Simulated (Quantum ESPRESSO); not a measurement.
Habitual settings against a tight run: MnPt (P4/mmm, 2 atoms in the cell)

Self-consistent single point.

```yaml
crystal:
  lattice:
    - [2.98023, 0.00000, 0.00000]
    - [0.00000, 2.98023, 0.00000]
    - [0.00000, 0.00000, 3.48825]
  atoms:
    - { symbol: Mn, position: [0.00000, 0.00000, 0.00000], spin: 4.0 }
    - { symbol: Pt, position: [0.50000, 0.50000, 0.50000], spin: 1.0 }
```
(The spins are starting values, not results.)

Method of the run: LDA (PZ), GBRV 1.5 ultrasoft (LDA) pseudopotentials (plane waves; Quantum ESPRESSO 7.5).

Base settings: ecutwfc = 50 Ry; ecutrho = 400 Ry; occupations = smearing; smearing = cold; degauss = 0.0036749 Ry; nspin = 2; potentials = {Mn: mn_lda_v1.5.uspp.F.UPF, Pt: pt_lda_v1.4.uspp.F.UPF}; K_POINTS = automatic 8 8 7 0 0 0; conv_thr = 1e-10 Ry; mixing_beta = 0.3.

Tight run (finer mesh or higher cutoff; not a proven limit): ecutwfc: 50 Ry → 70 Ry; ecutrho: 400 Ry → 560 Ry; conv_thr: 1e-10 Ry → 7.3e-11 Ry; K_POINTS: automatic 8 8 7 0 0 0 → automatic 11 11 10 0 0 0. It gave Fermi level (on the code's own zero) 17.42 eV; pressure -16.96 GPa; size of the cell's spin moment 4.43 μB; site moments (μB, in the program's spheres or projections) Mn 3.85, Pt 0.43.

Quick runs, as changes from the base:
- A: the base itself
- B: ecutwfc: 50 Ry → 25 Ry; ecutrho: 400 Ry → 200 Ry; K_POINTS: automatic 8 8 7 0 0 0 → automatic 2 2 2 1 1 1
- C: conv_thr: 1e-10 Ry → 7.3e-05 Ry; K_POINTS: automatic 8 8 7 0 0 0 → automatic 4 4 4 1 1 1
- D: ecutwfc: 50 Ry → 40 Ry; ecutrho: 400 Ry → 320 Ry; smearing: cold → mp; degauss: 0.0036749 Ry → 0.0099958 Ry; pseudopotentials: {Mn: mn_lda_v1.5.uspp.F.UPF, Pt: pt_lda_v1.4.uspp.F.UPF} → {Mn: mn_pbe_v1.5.uspp.F.UPF, Pt: pt_pbe_v1.4.uspp.F.UPF}; K_POINTS: automatic 8 8 7 0 0 0 → automatic 6 6 6 0 0 0; input_dft: default → pbesol [PBEsol]
- E: ecutwfc: 50 Ry → 35 Ry; ecutrho: 400 Ry → 280 Ry; conv_thr: 1e-10 Ry → 7.3e-05 Ry; K_POINTS: automatic 8 8 7 0 0 0 → automatic 4 4 4 0 0 0

Dashes: time of B, C, E, under 30 s; pressure of C, E, not trusted under this conv_thr with d or f elements; energy of D, another energy zero.

† marks runs with another functional, U, potentials or spin treatment: their distance from the tight run is not a convergence error alone.

The count of work is k-points × plane waves × bands × iterations; it is no time. Core times come from one kind of shared machine and are given to one figure; runs under 30 s give none.

The starting cell comes from a database of computed structures (which also holds hypothetical and non-ambient phases and stackings), without a prior relaxation at this level. Its lattice was rescaled by a random factor within 2.5 % of one. The magnetic order is the one reached from the typed start; others were not searched systematically. In the base run, with a pressure of about -17 GPa the cell is away from its equilibrium volume at this level.

| run | energy less tight (meV/atom) | pressure less tight (GPa) | size of the net moment less tight (μB/atom) | count of work / tight | core time / tight (rough) |
|---|---|---|---|---|---|
| A | 14.4 | -0.47 | -0.03 | 0.29 | 0.2 |
| B | 717.2 | -119.14 | 0.29 | 0.0017 | – |
| C | -15.5 | – | -0.21 | 0.015 | – |
| D† | – | 5.80 | 0.04 | 0.14 | 0.2 |
| E | 102.6 | – | 0.00 | 0.027 | – |

Among the runs at the tight run's level, the energy misses run from 14.4 to 717.2 meV/atom.

Left out of this page: 1 run of the series outside the window shown, repeating another row's setting, or not comparable.
